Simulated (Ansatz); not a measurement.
Point defect Si on the Hf site (Si_Hf) in monoclinic HfO2

Method: PBE, PAW (plane waves to 420 eV; Ansatz, a quantum-chemistry and plane-wave program). Cell: 96 sites, 2×2×2; final energies on a 2×2×2 shifted mesh. Site at the start: the Hf site. Finite-size correction: monopole term and site-potential alignment. Dielectric constants: PBE linear response of the host. Host gap at this level: 4.04 eV. Finite-size and sampling errors can reach tenths of an eV here. PBE underestimates the host's gap, which shifts levels and can delocalise carriers. Spin–orbit coupling is left out, which matters for these heavy elements. Each state is the lowest found from its start.

Formation energies E_f are given with the Fermi level at the valence-band maximum. Chemical conditions: Hf-rich (Δμ(Hf) = 0.00 eV, Δμ(Si) = -2.22 eV, bounded by Hf2Si (I4/mcm); only phases computed here count, gases as isolated molecules at 0 K); O-rich (Δμ(Hf) = -10.38 eV, Δμ(Si) = -8.45 eV, bounded by HfSiO4 (I4_1/amd); only phases computed here count, gases as isolated molecules at 0 K). Reference phases: Hf: hcp Hf, Si: silicon.

```tsv
charge	moment (μB)	point group	largest move off a lattice site (Å)	image correction with alignment (eV)	E_f, Hf-rich (eV)	E_f, O-rich (eV)
+1†	1.0	–	0.65	-0.25	–	–
0	not spin-polarised	C1	0.57	0.00	6.57	2.42
−1*	quenched	C1	0.56	–	–	–
```

* At this level the carrier isn't localised at the defect: at charge −1 electrons occupy the conduction band. Such a state is shallow or no state of the defect, and this cell gives it no level.

† Not settled in this cell, so no level is given: charge +1: level within 0.1 eV of a band edge or past it.

Point groups are those of the whole cell at tolerances of 0.03 and 0.1 Å ("near" where only the looser one holds); none is given for unsettled states.

Starting moments that weren't kept: charge −1 began with 1 μB and ended with 0.0.

Flagged in the runs: a doubtful potential alignment, a host whose relaxation on this sampling wasn't shown to rest, a strain field that reaches the edge of the cell.

All states together cost around 8 core-hours (rough).
